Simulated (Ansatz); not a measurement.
Results of PBEsol (Ansatz, a program for electronic structure, PAW) for BP (model structure, started from the GeS type, Pnma, No. 62, 8 atoms in the cell).

Numerical settings: plane-wave cutoff 520 eV, 8×18×16 k mesh (along the axes of the cell as run), Fermi–Dirac smearing 0.05 eV, scalar-relativistic PAW data made under PBE.

Computed at the level's own relaxed cell.

```xyz
8
Lattice="6.2564 0.0000 0.0000 0.0000 3.2145 0.0000 0.0000 0.0000 5.3619" Properties=species:S:1:pos:R:3 pbc="T T T"
B      1.0120     0.8036     2.1368
B      2.1162     2.4108     4.8177
B      5.2445     2.4108     3.2251
B      4.1402     0.8036     0.5441
P      5.2476     0.8036     2.1064
P      4.1371     2.4108    -0.5745
P      1.0088     2.4108     3.2554
P      2.1194     0.8036     5.9363
```

**Question.** List the 22 lowest band energies at Γ above −25 eV (eV, relative to the valence band maximum), grouping those that round alike.

**Answer.** At Γ: -15.70, -13.92, -12.76, -10.80, -8.27, -7.94, -6.77, -6.13, -5.45, -4.61, -3.05, -2.25, -1.25, -1.10, -0.82, 0.00, 1.03, 1.49, 1.58, 2.89, 3.48, 3.75.

Note: the relaxation could raise the start's symmetry but not lower it, so the cell can be a saddle point.

A model structure was made by putting elements into a prototype or built by hand; it is no filed structure, need not be a known phase, and can be a saddle point held by its symmetry.
